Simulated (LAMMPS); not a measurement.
LAMMPS 22 Jul 2025, classical MD, MEAM (library.meam): Si, 5832 atoms.

```yaml
task: MD, nve
potential: MEAM, library.meam
copies_of_the_repeat_unit: 9×9×9
shape (slab and sphere leave vacuum in the box): bulk
steps: 2000
timestep: 1 fs
thermo: 50
newton: on (default)
atom_modify sort (bins of 2 Å where set): 1000 (default)
comm_style: brick (default)
box: 48.9 × 48.9 × 48.9 Å
start: generated diamond lattice, warmed in an untimed run
```

All runs start from one configuration, warmed at this fixed volume for 1000 steps under a thermostat at 600 K. The run at a skin of 2 Å has a mean temperature of 607 K and a mean pressure of 1.9 GPa.

Each setting ran once; only counts and results are compared.

With neigh_modify every 1 delay 0 check yes, skins of 0.1, 0.3, 0.5, 1, 1.5, 2, 3 Å were run. Further schedules:
- skin 0.3 Å, every 20 delay 0 check no
- skin 1 Å, every 10 delay 0 check yes
- skin 1 Å, every 20 delay 0 check no
- skin 1 Å, every 1 delay 10 check yes
- skin 2 Å, every 10 delay 0 check yes
- skin 1 Å, every 100 delay 0 check no
- skin 2 Å, every 20 delay 0 check no

A schedule rebuilds too seldom if it shows a dangerous build, rebuilds less often than the check at every step does at that skin, or fails.

### Question
Name the settings that rebuild less often than the motion of the atoms asks.

### Answer
With the check at every step the rebuilds are 666 at 0.1 Å, 234 at 0.3 Å, 137 at 0.5 Å, 45 at 1 Å, 0 at 1.5 Å, 0 at 2 Å, 0 at 3 Å. Too seldom: skin 0.3 Å, every 20 delay 0 check no; skin 1 Å, every 10 delay 0 check yes; skin 1 Å, every 100 delay 0 check no.

| setting | rebuilds | dangerous builds | list entries an atom | change of the total energy (meV/atom) |
|---|---|---|---|---|
| skin 0.1 Å, every 1 delay 0 check yes | 666 | — | 16.0 | under 0.001 |
| skin 0.3 Å, every 1 delay 0 check yes | 234 | — | 16.3 | under 0.001 |
| skin 0.5 Å, every 1 delay 0 check yes | 137 | — | 21.7 | under 0.001 |
| skin 1 Å, every 1 delay 0 check yes | 45 | — | 28.0 | under 0.001 |
| skin 1.5 Å, every 1 delay 0 check yes | 0 | — | 32.3 | under 0.001 |
| skin 2 Å, every 1 delay 0 check yes | 0 | — | 43.4 | under 0.001 |
| skin 3 Å, every 1 delay 0 check yes | 0 | — | 74.9 | under 0.001 |
| skin 0.3 Å, every 20 delay 0 check no | 100 | not counted | 16.3 | under 0.001 |
| skin 1 Å, every 10 delay 0 check yes | 40 | 0 | 28.0 | under 0.001 |
| skin 1 Å, every 20 delay 0 check no | 100 | not counted | 28.0 | under 0.001 |
| skin 1 Å, every 1 delay 10 check yes | 45 | 0 | 28.0 | under 0.001 |
| skin 2 Å, every 10 delay 0 check yes | 0 | 0 | 43.4 | under 0.001 |
| skin 1 Å, every 100 delay 0 check no | 20 | not counted | 28.0 | under 0.001 |
| skin 2 Å, every 20 delay 0 check no | 100 | not counted | 43.4 | under 0.001 |

Where the energy changes as in the checked runs, the late rebuilds cost nothing that shows in this run. List entries are as LAMMPS prints them (Ave neighs/atom).
